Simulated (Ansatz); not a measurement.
Convergence study of the k-point mesh for ZnNi (P4mm, 2 atoms in the cell)

```yaml
crystal:
  lattice:
    - [2.88046, 0.00000, 0.00000]
    - [0.00000, 2.88046, 0.00000]
    - [0.00000, 0.00000, 2.88046]
  atoms:
    - { symbol: Zn, position: [0.50000, 0.50000, 0.51736] }
    - { symbol: Ni, position: [0.00000, 0.00000, 0.00000] }
```

Computed with PBEsol, default PAW files made with PBE (plane waves; Ansatz, an electronic-structure program).

Base settings: basis.ecutwfc = 420 eV; kpoints.mp_grid.grid = 11 11 11; hamiltonian.xc = pbesol; hamiltonian.pseudopotentials = {kind: paw} (the program's default PAW files); scf.occupations.method = gaussian; scf.occupations.width = 0.1 eV.

The second cell is the first with its lattice scaled by 0.98.

Only quantities that move along the ladder and can be compared are tabulated.

The count of work is k-points × plane waves × bands × iterations; it is no time. Core times come from one kind of shared machine, to one figure; runs under 30 s give none.

The starting cell comes from a database of computed structures (which also holds hypothetical and non-ambient phases and stackings), without a prior relaxation at this level. Its lattice was rescaled by up to half a per cent. One atom was moved a little off its site on purpose. Spin polarisation is off. In the base run, with a pressure of about -6 GPa the cell is away from its equilibrium volume at this level. Ansatz's pressure includes its estimate of the finite-basis (Pulay) stress.

Steps (kpoints.mp_grid.grid): 2 2 2; 3 3 3; 4 4 4; 5 5 5; 6 6 6; 7 7 7; 8 8 8; 9 9 9; 10 10 10; 11 11 11; 12 12 12; 13 13 13; 15 15 15; 16 16 16; 20 20 20; 22 22 22; 25 25 25; 27 27 27; 30 30 30; 34 34 34; 37 37 37.

Task: What is the coarsest kpoints.mp_grid.grid that holds the forces within 0.01 eV/Å of the last step, with all finer ones?

Result: 4 4 4, at 0.0050 of the last step's count of work; the step before is off by 0.041 eV/Å.

Task: What is the coarsest kpoints.mp_grid.grid that holds the free energy within 5 meV/atom of the last step, with all finer ones?

Result: 6 6 6, at 0.013 of the last step's count of work; the step before is off by 5.8 meV/atom.

Task: What is the coarsest kpoints.mp_grid.grid that holds the energy of the compressed cell less the first within 0.2 meV/atom of the last step, with all finer ones?

Result: 11 11 11, at 0.035 of the last step's count of work; the step before is off by 0.31 meV/atom.

| kpoints.mp_grid.grid | free energy less the last step's (meV/atom) | energy of the compressed cell less the first (meV/atom) | pressure (GPa) | largest difference of a force vector from the last step's (eV/Å) | count of work / last | core time / last (rough) |
|---|---|---|---|---|---|---|
| 2 2 2 | 513.59 | 7.72 | -3.08 | 0.031 | 0.0039 | – |
| 3 3 3 | -17.66 | -5.27 | -5.94 | 0.041 | 0.0017 | – |
| 4 4 4 | 9.05 | -5.26 | -5.90 | 0.006 | 0.0050 | – |
| 5 5 5 | 5.84 | -5.70 | -5.96 | 0.005 | 0.0058 | – |
| 6 6 6 | 4.55 | -5.77 | -6.01 | 0.003 | 0.013 | – |
| 7 7 7 | 1.76 | -6.02 | -6.09 | 0.001 | 0.013 | – |
| 8 8 8 | -0.80 | -6.55 | -6.18 | 0.001 | 0.024 | – |
| 9 9 9 | 2.73 | -5.77 | -6.01 | 0.001 | 0.021 | – |
| 10 10 10 | -3.71 | -6.82 | -6.24 | 0.001 | 0.035 | – |
| 11 11 11 | 0.91 | -6.41 | -6.15 | 0.000 | 0.035 | – |
| 12 12 12 | -1.75 | -6.53 | -6.18 | 0.000 | 0.054 | – |
| 13 13 13 | -0.12 | -6.49 | -6.17 | 0.000 | 0.054 | – |
| 15 15 15 | -0.63 | -6.62 | -6.20 | 0.000 | 0.080 | – |
| 16 16 16 | 0.31 | -6.57 | -6.18 | 0.000 | 0.11 | – |
| 20 20 20 | 0.14 | -6.50 | -6.17 | 0.000 | 0.20 | – |
| 22 22 22 | 0.16 | -6.49 | -6.16 | 0.000 | 0.26 | – |
| 25 25 25 | 0.09 | -6.48 | -6.17 | 0.000 | 0.33 | 0.8 |
| 27 27 27 | 0.03 | -6.49 | -6.17 | 0.000 | 0.41 | 0.5 |
| 30 30 30 | -0.01 | -6.50 | -6.17 | 0.000 | 0.60 | 1 |
| 34 34 34 | 0.00 | -6.51 | -6.17 | 0.000 | 0.85 | 1 |
| 37 37 37 | 0.00 | -6.51 | -6.17 | 0.000 | 1.0 | 1 |

The energy difference between the two cells stays within 1 meV/atom of the last step's from 5 5 5 on, the total only from 13 13 13 on: much of the error is common to both cells and cancels.

Two neighbours can agree and both be off: 3 3 3 and 4 4 4 differ by 0.01 meV/atom in the energy of the compressed cell less the first, yet lie about 1.3 meV/atom from the last step.

Keys are those of Ansatz 0.2.
